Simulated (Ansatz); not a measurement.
**What strain tensor (xx, yy, zz, yz, xz, xy) = (+2.03, −1.95, −0.35, −0.81, −1.99, +0.32) % does to ZnO**

Start from ZnO in the wurtzite structure (space group P6_3mc, No. 186; a = 3.235 Å, c = 5.211 Å). Axes: x lies along a and z along c of the hexagonal cell.

Modification: strain tensor (xx, yy, zz, yz, xz, xy) = (+2.03, −1.95, −0.35, −0.81, −1.99, +0.32) %; the atoms relax in the strained cell.

The values are results of r2SCAN/PAW in Ansatz (a quantum-chemistry and plane-wave program), scalar-relativistic without spin-orbit coupling, not measurements. k-mesh 12×12×7 (Γ-centred); smearing 0.05 eV (Fermi–Dirac).

```json
[
 {"quantity": "volume per atom", "base": "11.81 Å³", "changed": "11.77 Å³", "shift": "-0.04 Å³"},
 {"quantity": "space group", "base": "P6_3mc (No. 186)", "changed": "P1 (No. 1)", "shift": "–"},
 {"quantity": "energy relative to the base (free energy F)", "base": "0 meV/atom", "changed": "+5.1 meV/atom", "shift": "+5.1 meV/atom"},
 {"quantity": "pressure (mean of the normal stresses, compression positive)", "base": "0.00 GPa", "changed": "0.27 GPa", "shift": "+0.27 GPa"},
 {"quantity": "band gap", "base": "1.24 eV", "changed": "1.20 eV", "shift": "-0.04 eV"},
 {"quantity": "gap character", "base": "direct at Γ", "changed": "direct at Γ", "shift": "–"},
 {"quantity": "electron mass", "base": "0.19 mₑ (at Γ)", "changed": "0.19 mₑ (at Γ)", "shift": "–"},
 {"quantity": "valence-band top at Γ (three highest levels, from the VBM)", "base": "0.00, 0.00, -0.10 eV", "changed": "0.00, -0.05, -0.17 eV", "shift": "–"},
 {"quantity": "largest internal atomic displacement", "base": "–", "changed": "0.032 Å", "shift": "–"},
 {"quantity": "stress (xx, yy, zz, yz, xz, xy; compression positive)", "base": "–", "changed": "(-1.49, 1.68, 0.61, 0.59, 1.64, -0.34) GPa", "shift": "–"}
]
```

Cost of the whole job for the changed cell (relaxation, final SCF and bands): roughly 9 core-minutes.

Masses are band curvatures over ±0.01 Å⁻¹ around the edge. Stability against distortions was not tested. Labels are those of the standard path for the cell's own space group.
